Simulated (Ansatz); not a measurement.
Band structure of FeCo (Pm-3m, 2 atoms in the cell).

```yaml
crystal:
  lattice:
    - [2.83903, 0.00000, 0.00000]
    - [0.00000, 2.83903, 0.00000]
    - [0.00000, 0.00000, 2.83903]
  atoms:
    - { symbol: Fe, position: [0.00000, 0.00000, 0.00000], spin: 4.0 }
    - { symbol: Co, position: [0.50000, 0.50000, 0.50000], spin: 3.0 }
```
(The spins are starting values, not results.)

Level of theory: PBE (plane waves, PAW; Ansatz, a quantum-chemistry and plane-wave program).

Settings: basis.ecutwfc = 420 eV; kpoints.mp_grid.grid = 9 9 9; hamiltonian.xc = pbe; hamiltonian.pseudopotentials = {kind: paw} (the program's default PAW files); magnetization.spin_polarized = true; scf.occupations.method = cold; scf.occupations.width = 0.1 eV; kpoints.band_path.npoints = 10.

The starting cell comes from a database of computed structures (which also holds hypothetical and non-ambient phases and stackings), without a prior relaxation at this level. The magnetic order is the one reached from the typed start; others were not searched systematically.

Levels in eV from the Fermi level, bands 16 to 23 of the first spin channel:
```
point     16     17     18     19     20     21     22     23
-----  -----  -----  -----  -----  -----  -----  -----  -----
Γ      -2.04  -0.92  -0.92  -0.92   8.96   8.96   8.96  14.60
X      -2.66  -2.09  -2.02  -0.95  -0.64  15.82  15.82  16.04
M      -1.76  -0.67  -0.67  -0.29  -0.29   6.04   6.22  17.45
R      -1.94  -1.72  -1.72   7.56   7.56   7.56   7.64   7.64
```

Bands cross the Fermi level along this path, so the cell is metallic at this level.

The net moment of the cell came out as 4.49 μB.

Keys are those of Ansatz 0.2.
